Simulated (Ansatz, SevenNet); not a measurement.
L1₂ (Cu3Au-type) Ni3Si: properties by level of theory

Reference values: lattice constant a 3.510 Å (measured, temperature not stated, no zero-point or thermal correction; as tabulated in Metallic Nickel Silicides: Experiments and Theory for NiSi and First Principles …).

```
level (code)     lattice constant a (Å)  formation enthalpy (eV/atom)
---------------  ----------------------  ----------------------------
SevenNet-l3i5                     3.497                        -0.455
LDA (Ansatz)                      3.428                        -0.549
BLYP (Ansatz)                     3.563                        -0.279
revPBE (Ansatz)                   3.526                        -0.436
```

Machine-learned potentials (SevenNet-l3i5) are trained on DFT data: a solid inside that data is no test of them.

Ansatz's density-functional and Hartree–Fock values are scalar-relativistic unless marked +SOC, with PAW data made under PBE.

The crystal itself was run without spin with LDA, BLYP, revPBE; a magnetic state was not tried in these runs.

Static lattice: no zero-point or thermal effects.

Ansatz is a quantum-chemistry and plane-wave program.
